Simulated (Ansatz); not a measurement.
Sr under a change: uniaxial strain ε_zz = −1.00 %

The reference is Sr in the fcc (Cu type) structure (space group Fm-3m, No. 225; a = 5.923 Å). Axes: x, y, z lie along the cube axes.

Perturbation: uniaxial strain ε_zz = −1.00 %, all other strain components held at zero, atoms relaxed at fixed cell.

Level of theory: PBEsol/PAW in Ansatz (a first-principles code), spin-orbit coupling left out. k-mesh 14×14×14 (Γ-centred); smearing 0.05 eV (Fermi–Dirac).

- Volume per atom = 51.42 Å³ (base 51.93 Å³)
- Shortest interatomic distance = 7.874 bohr (base 7.914 bohr)
- Energy relative to the base (free energy F) = +0.3 meV/atom
- Pressure (mean of the normal stresses, compression positive) = 0.1 GPa (base 0.0 GPa)
- Band gap = zero (base zero)
- Stress (xx, yy, zz, yz, xz, xy; compression positive) = (0.1, 0.1, 0.2, 0.0, 0.0, 0.0) GPa (rough)

Cost of the whole job for the changed cell (relaxation, final SCF and bands): very roughly 13 core-seconds.

Without a gap, meshes like the base's 14×14×14 leave anisotropic stresses uncertain by several tenths of a GPa, and small strain energies with them. No phonon test of stability was made.
